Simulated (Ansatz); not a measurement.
Electron-phonon data for TiAl under load (space group P4/mmm)

Here is the system:

```
CELL_PARAMETERS angstrom
      2.70561     0.00000     0.00000
      0.00000     2.70561     0.00000
      0.00000     0.00000     3.89101
ATOMIC_POSITIONS crystal
  Ti 0.50000 0.50000 0.50000
  Al 0.00000 0.00000 0.00000
```

The numbers are results of PBEsol, DFPT electron-phonon coupling, linearised Boltzmann equation (plane waves, PAW, scalar-relativistic; Ansatz, a first-principles code), not measurements. Condition of this run: hydrostatic pressure 15 GPa (the target of the relaxation). Cell: relaxed with this functional, without spin-orbit coupling, then loaded as said.

| Item | Result |
|---|---|
| resistivity at 600 K | 30 (x), 30 (y), 51 (z) μΩ·cm |
| electron mean free path at 600 K (weighted by the current that each state carries) | 2.8 (x), 2.8 (y), 2.6 (z) nm |
| electron-phonon coupling λ | 0.43 |
| transport coupling λ_tr | 0.41 (x), 0.41 (y), 0.69 (z) |
| logarithmic mean phonon energy | 23 meV |
| density of states at the Fermi level | 0.82 states/(eV·spin·cell) |

A metal at this level (no band gap). Only scattering by harmonic phonons is included (no impurities, grain boundaries, electron-electron scattering or thermal expansion). Spin-orbit coupling is left out. Halving the electron mesh (32x32x24) moves the resistivity by up to 14 % at 600 K, the mean free path by up to 8 %, the coupling by up to 5 %. Smearing 0.20 eV; phonons on a 5x5x4 q mesh, which this run doesn't test.
